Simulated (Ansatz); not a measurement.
## Se: response to strain

Start from Se (space group P3_121, No. 152; made of chains).

```
Se
1.0
    4.50658     0.00000     0.00000
   -2.25329     3.90281     0.00000
    0.00000     0.00000     4.98884
Se
3
Direct
  0.21689   0.00000   0.83333
  0.00000   0.21689   0.16667
  0.78311   0.78311   0.50000
```

Cartesian axes are those of the cell as printed.

Strains are applied to the cell and any free atomic positions relax.

Method: r2SCAN in Ansatz (plane waves to 500 eV, PAW, no SOC), earlier PAW set.

Candidates:
(a) isotropic strain −1.55 %
(b) isotropic strain −0.33 %
(c) strain tensor (xx, yy, zz, yz, xz, xy) = (+0.72, +1.86, −0.16, +1.11, −0.88, −1.33) %

Notes on the quantities. energy relative to the base: free energy F.

Q: Order them by energy relative to the base, highest first.

A: (a) isotropic strain −1.55 % (+3.9 meV/atom), (c) strain tensor (xx, yy, zz, yz, xz, xy) = (+0.72, +1.86, −0.16, +1.11, −0.88, −1.33) % (+1.6 meV/atom), (b) isotropic strain −0.33 % (+0.2 meV/atom)

Whether these cells are dynamically stable was not tested. No dispersion term is included, though the crystal is made of layers, chains or molecules, so its spacings can come out too wide.

Ansatz is an electronic-structure program.
